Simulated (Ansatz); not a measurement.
**TiAl (P-6m2): band-structure transport figures**

Input:

```yaml
crystal:
  lattice:
    - [2.84926, 0.00000, 0.00000]
    - [-1.42463, 2.46753, 0.00000]
    - [0.00000, 0.00000, 4.61870]
  atoms:
    - { symbol: Ti, position: [0.00000, 0.00000, 0.00000] }
    - { symbol: Al, position: [0.33333, 0.66667, 0.50000] }
```

Calculation: PBEsol, rigid bands (plane waves, PAW, scalar-relativistic; Ansatz, an electronic-structure program). How the cell was made: cell and atoms relaxed with PBEsol.

The density of states at the Fermi level comes out as 2.83 states/(eV·cell), both spins and the bare Sommerfeld coefficient is 3.3 mJ/(mol of atoms·K²). The drude plasma energy comes out as 5.2 (x), 5.2 (y), 3.7 (z) eV and the root-mean-square Fermi velocity is 3.2e5 m/s. The resistivity times τ is 17.9 (x), 17.9 (y), 36 (z) ×10⁻²² Ω·m·s.

A metal at this level (no band gap); rigid bands, thermally averaged at 300 K, both spins. Spin-orbit coupling is left out. τ is one relaxation time for all states.

Computed structure with no diffraction record at hand here (it may be known, metastable or hypothetical): TiAl (P-6m2).
